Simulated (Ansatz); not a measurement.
The starting structures come from a database of crystals and need not be the phases stable at ambient conditions.

```
CELL_PARAMETERS angstrom
      5.14519     0.00000     0.00000
      0.00000     8.78163     0.00000
      0.00000     0.00000     4.11033
ATOMIC_POSITIONS crystal
  K  0.39314 0.50212 0.50000
  K  0.60686 0.00212 0.50000
  H  0.09715 0.82094 0.31028
  H  0.90285 0.32094 0.68972
  H  0.09715 0.82094 0.68972
  H  0.90285 0.32094 0.31028
  H  0.77970 0.70740 0.00000
  H  0.22030 0.20740 0.00000
  H  0.86136 0.53500 0.00000
  H  0.13864 0.03500 0.00000
  O  0.20294 0.78957 0.50000
  O  0.79706 0.28957 0.50000
  O  0.70853 0.60290 0.00000
  O  0.29147 0.10290 0.00000
  F  0.90893 0.88773 0.00000
  F  0.09107 0.38773 0.00000
```

Space group of this cell: Pmc2_1. The cell was relaxed by PBE-D3(BJ).

Transport runs along the normal of the first two printed cell vectors.

The gap is the functional's own. No spin-orbit coupling. Mid-gap values are interpolated on the energy grid.

Predict the band gap and the smallest decay constant κ at mid-gap from PBEsol (Ansatz, a program for electronic structure).

Gap 5.16 eV on a 6×4×8 mesh; κ = 0.508 1/Å, at the zone centre.
